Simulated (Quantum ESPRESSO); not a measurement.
**Refining one setting for Si₂W (I4/mmm, 3 atoms in the cell)**

```xyz
3
Lattice="1.5849 -1.5849 3.8464 1.5849 1.5849 3.8464 -1.5849 -1.5849 3.8464" Properties=species:S:1:pos:R:3 pbc="T T T"
Si     0.0000     0.0000     2.5770
Si     0.0000     0.0000     5.1158
W      0.0000     0.0000     0.0000
```

Computed with PBE, PseudoDojo stringent norm-conserving (PBE) pseudopotentials (plane waves; Quantum ESPRESSO 7.5).

The starting cell comes from a database of computed structures (which also holds hypothetical and non-ambient phases and stackings), without a prior relaxation at this level. Its lattice was rescaled by a random factor within 2.5 % of one. Spin polarisation is off. In the base run, with a pressure of about 15 GPa the cell is away from its equilibrium volume at this level.

Held fixed: ecutwfc = 75 Ry; occupations = smearing; smearing = fermi-dirac; degauss = 0.0073499 Ry; potentials = {Si: Si.upf, W: W.upf}; K_POINTS = automatic 10 10 10 0 0 0; mixing_beta = 0.4.

ΔF is the free energy per atom less that of the last row (7.3e-14 Ry).

The series runs over conv_thr = 0.0073 Ry; 0.00073 Ry; 7.3e-05 Ry; 7.3e-06 Ry; 7.3e-07 Ry; 7.3e-08 Ry; 7.3e-10 Ry; 1e-10 Ry; 7.3e-12 Ry; 7.3e-14 Ry.

Task: From which setting on does the largest force stay within 0.01 eV/Å of the last one?

Result: From conv_thr = 7.3e-05 Ry on; the one before it is off by 0.022 eV/Å. The value it settles on is 0.242 eV/Å at this level of theory and with the other settings as held.

```json
[
 {"conv_thr": "0.0073 Ry", "ΔF (meV/atom)": "0.46", "pressure (GPa)": "17.56", "largest force (eV/Å)": "0.220", "iterations": "3"},
 {"conv_thr": "0.00073 Ry", "ΔF (meV/atom)": "0.46", "pressure (GPa)": "17.56", "largest force (eV/Å)": "0.220", "iterations": "3"},
 {"conv_thr": "7.3e-05 Ry", "ΔF (meV/atom)": "0.10", "pressure (GPa)": "14.72", "largest force (eV/Å)": "0.249", "iterations": "4"},
 {"conv_thr": "7.3e-06 Ry", "ΔF (meV/atom)": "0.02", "pressure (GPa)": "15.80", "largest force (eV/Å)": "0.240", "iterations": "6"},
 {"conv_thr": "7.3e-07 Ry", "ΔF (meV/atom)": "0.00", "pressure (GPa)": "15.21", "largest force (eV/Å)": "0.242", "iterations": "8"},
 {"conv_thr": "7.3e-08 Ry", "ΔF (meV/atom)": "0.00", "pressure (GPa)": "15.24", "largest force (eV/Å)": "0.242", "iterations": "9"},
 {"conv_thr": "7.3e-10 Ry", "ΔF (meV/atom)": "0.00", "pressure (GPa)": "15.26", "largest force (eV/Å)": "0.242", "iterations": "10"},
 {"conv_thr": "1e-10 Ry", "ΔF (meV/atom)": "0.00", "pressure (GPa)": "15.26", "largest force (eV/Å)": "0.242", "iterations": "11"},
 {"conv_thr": "7.3e-12 Ry", "ΔF (meV/atom)": "0.00", "pressure (GPa)": "15.26", "largest force (eV/Å)": "0.242", "iterations": "13"},
 {"conv_thr": "7.3e-14 Ry", "ΔF (meV/atom)": "0.00", "pressure (GPa)": "15.26", "largest force (eV/Å)": "0.242", "iterations": "13"}
]
```
